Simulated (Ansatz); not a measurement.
The reference is InAs in the zinc blende structure (space group F-43m, No. 216; a = 6.087 Å). Axes: x, y, z lie along the cube axes.

Modification: the cell is compressed by 0.62 % along x with no lateral relaxation, atoms relaxed at fixed cell.

Levels (all Ansatz, a quantum-chemistry and plane-wave program, PAW, earlier PAW set): PBEsol (420 eV, scalar-relativistic without spin-orbit coupling); HSE06 (420 eV, no spin-orbit coupling); PBEsol+SOC (420 eV, with spin-orbit coupling); HSE06+SOC (420 eV, spin-orbit coupling included).

One geometry, relaxed with PBEsol, under each level:

The valence-band top lists the three highest levels at Γ (Kramers pairs under SOC), from the VBM.

```csv
level,band gap,valence-band top at Γ,pressure
PBEsol,zero,–,0.4 GPa
HSE06,0.44 eV,–,–
PBEsol+SOC,zero,–,0.3 GPa
HSE06+SOC,…,…,–
```

Task: Give the withheld HSE06+SOC results.

Result: 
- HSE06+SOC, band gap: 0.32 eV
- HSE06+SOC, valence-band top at Γ: 0.00, -0.02, -0.40 eV

Single points use the geometry relaxed with PBEsol. HSE06 was sampled on its mesh, a few special points and the semilocal edge points, so its gap is an upper bound. The spin-orbit shifts are approximate. The cells carry an imposed strain or load. Stability against distortions was not tested. The runs without spin-orbit coupling are not spin-polarised. Gaps under 0.05 eV, about the width of the smearing, are given as zero. A zero or small gap of InAs can be the functional's error rather than a property of the material.
